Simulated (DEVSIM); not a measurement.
## illuminated Si p-on-n cell, one wavelength, with a back-surface field

System: illuminated Si p-on-n cell, one wavelength, with a back-surface field, at 350 K.

| layer (left to right) | material | thickness (μm) | Nd (cm⁻³) | Na (cm⁻³) | τn (s) | τp (s) | absorption coefficient (cm⁻¹) |
|---|---|---|---|---|---|---|---|
| 1 | Si | 0.440 | - | 1.4e19 | 3.1e-8 | 6.1e-8 | 13000 |
| 2 | Si | 160 | 1.2e15 | - | 1.1e-7 | 1.1e-7 | 13000 |
| 3 | Si | 1.60 | 1.2e18 | - | 1.1e-7 | 1.1e-7 | 13000 |

Left contact: ohmic, minority electron recombination velocity 1e6 cm/s. Right contact: ohmic, minority hole recombination velocity 200 cm/s. Voltage is applied to the left contact. Recombination: SRH at mid-gap, radiative, Auger. Light enters at the left, 2.4e17 photons cm⁻² s⁻¹, one pass, no reflection. Mobility is μmin + (μ − μmin)/(1 + (N/Nref)^α).

This is a model device: material constants are rounded textbook-type values typed into the input, and sizes, dopings and lifetimes were drawn at random. Values at 300 K; Nc and Nv go as T^1.5, mobilities as T to minus their exponent, the gap by Varshni's rule with the affinity fixed.

```csv
parameter,Si
gap (eV),1.124
affinity (eV),4.05
permittivity,11.7
Nc (cm⁻³),2.86e19
Nv (cm⁻³),3.1e19
μn (cm²/Vs),1417
μp (cm²/Vs),470
"μn,min",52
"μp,min",45
"Nref,n",9.7e16
"Nref,p",2.2e17
αn,0.68
αp,0.72
T exponent of μn,2.3
T exponent of μp,2.2
B (cm³/s),4.7e-15
Cn (cm⁶/s),2.8e-31
Cp (cm⁶/s),9.9e-32
Varshni α (eV/K),0.000473
Varshni β (K),636
```

Model (solved in DEVSIM): 1D drift-diffusion, Boltzmann statistics, complete ionisation; no tunnelling, impact ionisation, image-force lowering or self-heating.

* **Potential step across the device at zero bias**: 0.977 V
* **Dark forward voltage at 1 A/cm²**: 0.560 V
* **Short-circuit current**: 29.2 mA/cm²
* **Open-circuit voltage**: 0.359 V
* **Fill factor**: 0.70
* **Largest power**: 7.38 mW/cm²
* **Share of generated pairs collected at short circuit**: 0.760

Current under light (generator sign):

```csv
V (V),J (mA/cm²)
0.00,29.2
0.04,29.2
0.08,29.2
0.12,29.1
0.16,29.0
0.20,28.8
0.22,28.6
0.24,28.2
0.26,27.6
0.28,26.3
0.30,24.1
0.32,20.0
0.34,12.5
0.36,-0.927
```

Dark forward current:

(V (V), J (A/cm²)): (0.05, 5.5e-6); (0.15, 7.0e-5); (0.30, 0.0045); (0.40, 0.084); (0.55, 0.93); (0.65, 1.9); (0.75, 3.0); (0.90, 4.9); (1.00, 6.3); (1.10, 7.9); (1.25, 10); (1.35, 12); (1.50, 15); (1.60, 18)
